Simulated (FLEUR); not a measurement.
Band structure of ScCd₃ (P6_3/mmc, 8 atoms in the cell).

```
CELL_PARAMETERS angstrom
      6.35417     0.00000     0.00000
     -3.17708     5.50287     0.00000
      0.00000     0.00000     4.84750
ATOMIC_POSITIONS crystal
  Sc 0.33333 0.66667 0.25000
  Sc 0.66667 0.33333 0.75000
  Cd 0.83410 0.66820 0.25000
  Cd 0.16590 0.33180 0.75000
  Cd 0.16590 0.83410 0.75000
  Cd 0.83410 0.16590 0.25000
  Cd 0.33180 0.16590 0.25000
  Cd 0.66820 0.83410 0.75000
```

Method of the run: LDA (Perdew-Zunger), all-electron FLAPW (FLEUR), scalar-relativistic valence in FLEUR.

Settings: Kmax = 3.8 1/bohr; GmaxXC = 15.2 1/bohr; xcFunctional = pz; jspins = 1; l_soc = F; mode = hist; fermiSmearingEnergy = 0.00367493 Htr; mesh (inpgen div1-3) = 4 4 5; inpgen gamma flag = true; Gmax = 15.2 1/bohr; numbands = 0; maxIterBroyd = 25; imix = Anderson; alpha = 0.05.

The starting cell comes from a database of computed structures (which also holds hypothetical and non-ambient phases and stackings), without a prior relaxation at this level. Values depend on the basis (sphere radii, cutoffs, local orbitals), which need not be converged.

Levels in eV from the Fermi level, bands 62 to 69:
| point | 62 | 63 | 64 | 65 | 66 | 67 | 68 | 69 |
|---|---|---|---|---|---|---|---|---|
| Γ | -2.46 | -2.46 | -1.35 | 0.74 | 0.74 | 0.76 | 0.76 | 0.88 |
| M | -0.69 | -0.49 | -0.28 | 0.02 | 0.10 | 0.25 | 0.94 | 1.45 |
| K | -1.09 | -0.90 | 0.09 | 0.09 | 0.24 | 0.24 | 0.83 | 1.41 |
| A | -1.86 | -1.22 | -1.22 | -1.09 | -1.09 | -1.09 | -1.09 | 1.22 |
| L | -2.60 | -1.87 | -1.87 | 0.16 | 0.16 | 1.10 | 1.10 | 1.28 |
| H | -4.03 | -0.33 | -0.33 | -0.14 | -0.14 | 0.84 | 0.84 | 1.27 |
